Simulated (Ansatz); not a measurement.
Input:

```yaml
crystal:
  lattice:
    - [3.83203, 0.00000, 0.00000]
    - [-1.91602, 3.31864, 0.00000]
    - [0.00000, 0.00000, 6.15802]
  atoms:
    - { symbol: Zn, position: [0.33333, 0.66667, 0.99842] }
    - { symbol: Zn, position: [0.66667, 0.33333, 0.49842] }
    - { symbol: S, position: [0.33333, 0.66667, 0.37658] }
    - { symbol: S, position: [0.66667, 0.33333, 0.87658] }
```

All values below come from PBEsol with spin-orbit coupling, rigid bands (plane waves, PAW; Ansatz, a program for electronic structure). Condition of this run: biaxial stress xx = yy = -2 GPa (compression positive) (the target of the relaxation). How the cell was made: cell and atoms relaxed with PBEsol, then loaded as said.

Question: Predict the hole conductivity mass (n e² τ/σ) at 300 K, by direction if it differs.

Answer: 1.28 (x), 1.28 (y), 0.99 (z) mₑ.

Question: Predict the electron conductivity mass (n e² τ/σ) at 300 K, by direction if it differs.

Answer: 0.183 (x), 0.183 (y), 0.170 (z) mₑ.

Question: And the band gap?

Answer: 2.10 eV at this level; semilocal functionals usually fall short of the measured gap.

Rigid bands, one relaxation time for all states, no polarons.
